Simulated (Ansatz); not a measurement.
BP (P6₃mc, No. 186, 4 atoms in the cell; start mp-1008559; a measured phase of this formula has another space group) was calculated with r²SCAN0 (PAW; Ansatz, a first-principles code).

Input file:

Ansatz 0.2 input:
```yaml
crystal:
  lattice:
    - [3.1514894642, 0.0, 0.0]
    - [-1.5757447321, 2.7292699358, 0.0]
    - [0.0, 0.0, 5.229258683]
  atoms:
    - { symbol: B, position: [0.6666666667, 0.3333333333, 0.5004076192] }
    - { symbol: B, position: [0.3333333333, 0.6666666667, 0.0004076192] }
    - { symbol: P, position: [0.6666666667, 0.3333333333, 0.8745923808] }
    - { symbol: P, position: [0.3333333333, 0.6666666667, 0.3745923808] }
basis:
  ecutwfc: 520
  ecutrho_ratio: 4
  xc_grid: 3
kpoints:
  mp_grid: { grid: [9, 9, 6] }
hamiltonian:
  xc: r2scan0
  dispersion: none
  pseudopotentials: { azcp: { folder: ./paw }, kind: paw }
scf:
  occupations: { method: fermi_dirac, width: 0.01 }
output:
  forces: true
  stress: true
  eigenvalues: true
relax:
  f_tol: 0.01
  escape_saddle: false
  max_steps: 80
  cell: { stress_tol: 0.05, fix: [volume] }
```

The run printed, among other lines:

```
Relaxation: its limit of steps is 80 (relax.max_steps)
Crystal: 4 atoms, lattice volume = 44.978 Å³
Basis set: ecut = 520 eV, 1189 PW (Γ), exchange–correlation on 72×72×120 points (27 copies of the dense FFT grid, shifted against one another)
Bands: 12, of which v1, the nominal top of the filled ones, is band 8 counted from 1 (7 counted from 0)
Symmetry: 12 space group operations
Space group: P63mc (ITA 186), of the structure as read, at distance tolerance 3.6e-5 Å
k-points: 48 of 486 (time reversal used)
Initial density: superposition of atomic densities (chi_scale 0.1, normalization cell, long waves kept (reshape's long-wave potential 0.00 eV rms))
Functional: x = r2scan, c = r2scan; τ floored in thin density (d = 2e-4 eV/Å³), warm-up for x = 0.75 r2scan + 0.25 exact, c = r2scan; τ floored in thin density (d = 2e-4 eV/Å³)
SCF iter   1: F=—  HF=-1834.161387 eV  |F-HF|=—  |Δ(HF+E_count)|=         —  Δρ=9.19e-2  dr2=4.09e0  dr2_τ=4.78e-1
SCF iter   2: F=—  HF=-1833.268526 eV  |F-HF|=—  |Δ(HF+E_count)|=   8.93e-1  Δρ=3.21e-2  dr2=3.20e-1  dr2_τ=2.72e-2
  ...
SCF 1 converged in 9 iterations: F = -1833.281859 eV  dr2 = 1.85e-11
Crystal: 4 atoms, lattice volume = 44.978 Å³
Initial density: handed on by an earlier stage of this run
  ...
Free energy (F): -1832.922481 eV
Internal energy: -1832.922481 eV  (E = F + TS)
E sigma→0 (E₀):  -1832.922481 eV
Fermi energy:    10.541703 eV
--- Stress (GPa, compression-positive) ---
        4.755244      -0.000000      -0.000000
        0.000000       4.755244       0.000000
       -0.000000       0.000000       4.735246
  P = ⅓ Tr σ = 4.7486 GPa (47.486 kbar)
Free energy (F): -1832.922481 eV
Internal energy: -1832.922481 eV  (E = F + TS)
E sigma→0 (E₀):  -1832.922481 eV
Fermi energy:    10.541703 eV
--- Stress (GPa, compression-positive) ---
        4.755244      -0.000000      -0.000000
        0.000000       4.755244       0.000000
       -0.000000       0.000000       4.735246
  P = ⅓ Tr σ = 4.7486 GPa (47.486 kbar)
```

The cell is one volume of an energy–volume scan, off the minimum.

The PAW data were made under PBE.

Note: the relaxation could not lower the start's symmetry, so the cell can be a saddle point above a distorted one.

It cost around 9 core-minutes (rough) of CPU time.

A start named mp-… is a Materials Project structure, which need not be a measured phase.
